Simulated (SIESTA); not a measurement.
Band structure of RuSi (P2_13, 8 atoms in the cell).

```yaml
crystal:
  lattice:
    - [4.59613, 0.00000, 0.00000]
    - [0.00000, 4.59613, 0.00000]
    - [0.00000, 0.00000, 4.59613]
  atoms:
    - { symbol: Si, position: [0.16200, 0.33800, 0.66200] }
    - { symbol: Si, position: [0.66200, 0.16200, 0.33800] }
    - { symbol: Si, position: [0.83800, 0.83800, 0.83800] }
    - { symbol: Si, position: [0.33800, 0.66200, 0.16200] }
    - { symbol: Ru, position: [0.87200, 0.62800, 0.37200] }
    - { symbol: Ru, position: [0.37200, 0.87200, 0.62800] }
    - { symbol: Ru, position: [0.12800, 0.12800, 0.12800] }
    - { symbol: Ru, position: [0.62800, 0.37200, 0.87200] }
```

Level of theory: GGA PBE, numerical atomic orbitals DZP, PseudoDojo PBE standard norm-conserving potentials (rewritten from UPF to PSML) run with SIESTA.

Settings: XC.functional = GGA; XC.authors = PBE; potentials = PseudoDojo PBE standard; PAO.BasisSize = DZP; PAO.EnergyShift = 0.01 Ry; MeshCutoff = 400 Ry; kgrid.MonkhorstPack = 7 7 7; OccupationFunction = FD; ElectronicTemperature = 580.23 K; MaxSCFIterations = 150; SCF.Mixer.Method = Pulay; SCF.Mixer.Weight = 0.25; SCF.Mixer.History = 8; SCF.DM.Tolerance = 1.0E-05.

The starting cell has typed, rounded lattice constants, without a prior relaxation at this level. Its lattice was rescaled by a random factor within 2.5 % of one. Spin polarisation is off. Values carry the incompleteness of an atom-centred basis.

Task: Predict the gap along the standard path and the places of the band edges.

Result: The gap along the path is 0.22 eV, from a point between Γ and X to a point between M and Γ; the smallest direct gap on it is 0.37 eV.

Levels in eV from the top of the valence band on the path, bands 37 to 41:
| point | 37 | 38 | 39 | 40 | 41 |
|---|---|---|---|---|---|
| Γ | -0.54 | -0.54 | -0.36 | -0.36 | 1.14 |
| X | -1.03 | -1.03 | -0.18 | -0.18 | 0.32 |
| M | -1.86 | -1.86 | -0.96 | -0.96 | 1.15 |
| R | -1.23 | -1.23 | -1.23 | -1.23 | 0.79 |

Higher empty bands are left out: an atom-centred basis made for the valence describes them poorly.
